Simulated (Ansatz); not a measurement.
## BeS, response to strain

Take BeS in the zinc blende structure (space group F-43m, No. 216) as the base.

```yaml
crystal:
  lattice:
    - [0.00000, 2.39818, 2.39818]
    - [2.39818, 0.00000, 2.39818]
    - [2.39818, 2.39818, 0.00000]
  atoms:
    - { symbol: Be, position: [0.00000, 0.00000, 0.00000] }
    - { symbol: S, position: [0.25000, 0.25000, 0.25000] }
```

Cartesian axes are those of the cell as printed.

Strains are applied to the cell and any free atomic positions relax; under biaxial strain the out-of-plane vector relaxes too.

Computed with LDA in Ansatz (plane waves to 420 eV, PAW, without spin-orbit coupling).

Candidates:
(a) biaxial strain +2.00 %, plane normal [001], relaxed out of plane
(b) biaxial strain −0.50 %, plane normal [001], relaxed out of plane
(c) biaxial strain −2.50 %, plane normal [001], relaxed out of plane

For the base:

* **Band gap**: 2.82 eV

**Question.** Order them by band gap, highest first.

**Answer.** (b) biaxial strain −0.50 %, plane normal [001], relaxed out of plane (2.77 eV), (a) biaxial strain +2.00 %, plane normal [001], relaxed out of plane (2.57 eV), (c) biaxial strain −2.50 %, plane normal [001], relaxed out of plane (2.54 eV)

Stability against distortions was not tested.

Ansatz is a program for electronic structure.
